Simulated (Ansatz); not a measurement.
This Ansatz (a first-principles code) input is the reference run, TlBr in the CsCl type structure (space group Pm-3m, No. 221), computed with Ansatz PBEsol, no spin-orbit coupling, earlier PAW set:

Ansatz 0.2 input:
```yaml
crystal:
  lattice:
    - [3.9145158635, 0, 0]
    - [0, 3.9145158635, 0]
    - [0, 0, 3.9145158635]
  atoms:
    - { symbol: Tl, position: [0, 0, 0] }
    - { symbol: Br, position: [0.5, 0.5, 0.5] }
basis: { ecutwfc: 420, ecutrho_ratio: 4, xc_grid: 2, fft_grid_basis: typed }
kpoints: { mp_grid: { grid: [9, 9, 9] } }
hamiltonian:
  xc: pbesol
  dispersion: none
  pseudopotentials: { azcp: { folder: ./paw }, kind: paw }
scf: { occupations: { method: fermi_dirac, width: 0.05 }, convergence: { dr2_threshold: 0.0000000002 } }
output: { forces: true, stress: true }
checkpoint: { write: state.ck, write_every: 1000 }
```

Q: Write the input for this change: a free-standing slab of 3 layers (6 atoms, 2 a layer) is cut normal to [110], with 15 Å of vacuum and the in-plane cell held at bulk.

A: 
Ansatz 0.2 input:
```yaml
crystal:
  lattice:
    - [3.9145158635, 0, 0]
    - [0, 5.5359614243, 0]
    - [0, 0, 20.5359614243]
  atoms:
    - { symbol: Tl, position: [0, 0.25, 0.3652129961] }
    - { symbol: Br, position: [0.5, 0.75, 0.3652129961] }
    - { symbol: Tl, position: [0, 0.75, 0.5] }
    - { symbol: Br, position: [0.5, 1.25, 0.5] }
    - { symbol: Tl, position: [0, 1.25, 0.6347870039] }
    - { symbol: Br, position: [0.5, 1.75, 0.6347870039] }
basis: { ecutwfc: 420, ecutrho_ratio: 4, xc_grid: 2, fft_grid_basis: typed }
kpoints: { mp_grid: { grid: [9, 6, 1] } }
hamiltonian:
  xc: pbesol
  dispersion: none
  pseudopotentials: { azcp: { folder: ./paw }, kind: paw }
scf: { occupations: { method: fermi_dirac, width: 0.05 }, convergence: { dr2_threshold: 0.0000000006 } }
relax: { f_tol: 0.01, max_steps: 50 }
output: { forces: true, stress: true }
checkpoint: { write: state.ck, write_every: 1000 }
```
This is the input that was run; other choices of cell and start would serve too.

Whether these cells are dynamically stable was not tested.
